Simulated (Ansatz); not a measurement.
The starting structures come from a database of crystals and need not be the phases stable at ambient conditions.

 Where the default PAW files enter, the runs use the earlier of Ansatz's two default sets.

Data:

```xyz
12
Lattice="8.7799 0.0000 0.0000 4.3899 8.9259 0.0000 4.3899 -0.7197 2.4302" Properties=species:S:1:pos:R:3 pbc="T T T"
Si    11.7065     7.6903     2.2774
Si     5.8533     3.5872     1.0623
Si    11.7065     4.6190     1.3679
Si     5.8533     0.5159     0.1528
O      1.8493    -0.3032     1.0237
O     10.6292     4.4063     0.1914
O      4.3899    -0.1133     0.3827
O      6.9306     4.4063     0.1914
O      6.9306    -0.3032     1.0237
O      4.3899     4.2164     0.8324
O     11.7065     6.1547     1.8227
O      5.8533     2.0516     0.6076
```

Space group of this cell: P6_322. The cell is taken as given.

Transport runs along the normal of the first two printed cell vectors, the (111) plane of the conventional cell.

The gap is the functional's own. No spin-orbit coupling. Mid-gap values are interpolated on the energy grid.

Question: State the band gap and the smallest decay constant κ at mid-gap according to r2SCAN (Ansatz, a first-principles code).

Answer: Gap 6.17 eV on a 12×12×12 mesh; κ = 0.528 1/Å, at the zone centre.
